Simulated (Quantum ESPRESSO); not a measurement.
A self-consistent single point of BiBr3 (C2/m, 8 atoms in the cell) with Quantum ESPRESSO.

Level of theory: PBEsol, PseudoDojo standard norm-conserving (PBESOL) pseudopotentials (plane waves; Quantum ESPRESSO 7.5).

```
BiBr3
1.0
    3.63466    -6.27518     0.00000
    3.63466     6.27518     0.00000
   -2.45967     0.00000     6.59132
Bi Br
2 6
Direct
  0.83326   0.16674   0.00000
  0.16674   0.83326   0.00000
  0.41547   0.06665   0.75042
  0.58453   0.93335   0.24958
  0.93335   0.58453   0.24958
  0.06665   0.41547   0.75042
  0.76474   0.76474   0.74854
  0.23526   0.23526   0.25146
```

Reference input (self-consistent single point, DFT, PBEsol, plane waves, PseudoDojo standard norm-conserving (PBESOL) pseudopotentials): ecutwfc = 70 Ry; occupations = fixed; potentials = {Bi: Bi.upf, Br: Br.upf}; K_POINTS = automatic 2 2 2 0 0 0; nbnd = 44; conv_thr = 1e-10 Ry; mixing_beta = 0.4. This run's input differs from it in these lines:

```diff
@@ -11,3 +11,3 @@
   ntyp = 2
-  ecutwfc = 70
+  ecutwfc = 42
   occupations = 'fixed'
```

Output (repeated stretches shortened):

```
     Self-consistent Calculation

     iteration #  1     ecut=    42.00 Ry     beta= 0.40

     Threshold (ethr) on eigenvalues was too large:
     Diagonalizing with lowered threshold

     total energy              =    -515.46298427 Ry
     estimated scf accuracy    <       0.39268786 Ry

     iteration #  2     ecut=    42.00 Ry     beta= 0.40

     total energy              =    -515.55314458 Ry
     estimated scf accuracy    <       0.05029311 Ry

     iteration #  3     ecut=    42.00 Ry     beta= 0.40

     total energy              =    -515.55928566 Ry
     estimated scf accuracy    <       0.00674392 Ry

   [... 7 blocks of this kind left out ...]

     iteration # 11     ecut=    42.00 Ry     beta= 0.40

     total energy              =    -515.55988176 Ry
     estimated scf accuracy    <          1.7E-10 Ry

     iteration # 12     ecut=    42.00 Ry     beta= 0.40
     End of self-consistent calculation

     highest occupied, lowest unoccupied level (ev):     2.0025    4.7181

!    total energy              =    -515.55988176 Ry
     estimated scf accuracy    <          8.9E-12 Ry

     convergence has been achieved in  12 iterations

     Forces acting on atoms (cartesian axes, Ry/au):

     atom    1 type  1   force =     0.00000000   -0.00019194    0.00000000
     atom    2 type  1   force =     0.00000000    0.00019194    0.00000000
     atom    3 type  2   force =    -0.00176688   -0.00272440    0.00366826
     atom    4 type  2   force =     0.00176688    0.00272440   -0.00366826
     atom    5 type  2   force =     0.00176688   -0.00272440   -0.00366826
     atom    6 type  2   force =    -0.00176688    0.00272440    0.00366826
   [... lines left out ...]

     Total force =     0.012446     Total SCF correction =     0.000003

          total   stress  (Ry/bohr**3)                   (kbar)     P=      -93.04
  -0.00063827   0.00000000   0.00000660          -93.89        0.00        0.97
   0.00000000  -0.00063527   0.00000000            0.00      -93.45        0.00
   0.00000660   0.00000000  -0.00062384            0.97        0.00      -91.77

   JOB DONE.
```

The run converged in 12 iterations. Against the reference run the free energy goes up by 304 meV/atom, the pressure goes from -0.53 to -9.30 GPa, the largest force stays at 0.139 eV/Å and the gap on the mesh stays at 2.716 eV.

The starting cell comes from a database of computed structures (which also holds hypothetical and non-ambient phases and stackings), without a prior relaxation at this level. Spin-orbit coupling is off.

Cost on one core of a shared machine: roughly 70 s.
